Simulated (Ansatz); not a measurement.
Reference: Cs$_{2}$Se$_{3}$ (Cmc2_1), r2SCAN, rigid bands (plane waves, PAW, scalar-relativistic; Ansatz, a quantum-chemistry and plane-wave program); geometry: cell and atoms relaxed with PBEsol.

Cs₂Se₃ is modelled in the orthorhombic space group Cmc2₁ (No. 36), Pearson symbol oS20. Conventional cell: a = 7.732 Å, b = 11.556 Å, c = 8.027 Å, α = β = γ = 90.00°. Cs1 on 4a is coordinated by 7 Se at 3.516–3.699 Å and 3 Se at 4.391–4.501 Å. Cs2 on 4a is coordinated by 7 Se at 3.532–3.705 Å and 1 Se at 3.921 Å and 3 Se at 4.493–4.574 Å. Se1 on 8b is coordinated by 1 Se at 2.394 Å and 6 Cs at 3.552–3.705 Å. Se2 on 4a has 2 Se at 2.394 Å and 2 Cs at 3.516–3.532 Å and 1 Cs at 3.921 Å and 6 Cs at 4.391–4.574 Å. (Neighbours: up to the widest gap in distance over summed covalent radii, below 1.35, at either atom; cation-cation and far metal-metal contacts left out.)
(The calculation used a cell of 10 atoms; values per cell refer to that cell.)

| Quantity | Value |
|---|---|
| band gap | 1.00 eV |
| electron conductivity mass | 0.51 mₑ |
| Seebeck coefficient, n-type 1e19 cm⁻³ | -265 μV/K |

Swap Se for S, keeping the structure type. How do these values move?

Cs2S3 (Cmc2_1): volume per atom 35.9 to 33.0 Å³; band gap rises (1.00 eV to 1.67 eV); electron conductivity mass rises (0.51 mₑ to 0.69 mₑ); Seebeck coefficient, n-type 1e19 cm⁻³ rises in size (-265 μV/K to -289 μV/K).

Moves up to 5 % count as about the same. Masses are for dilute carriers at 300 K, harmonic means over directions unless an axis is named. Seebeck coefficients are for the stated density at 300 K, with one relaxation time for all states and whether or not that doping can be reached. Spin-orbit coupling is left out.

Formula and space group known from diffraction (Crystallography Open Database), not checked to be the room-temperature form: Cs2S3 (Cmc2_1), Cs2Se3 (Cmc2_1).
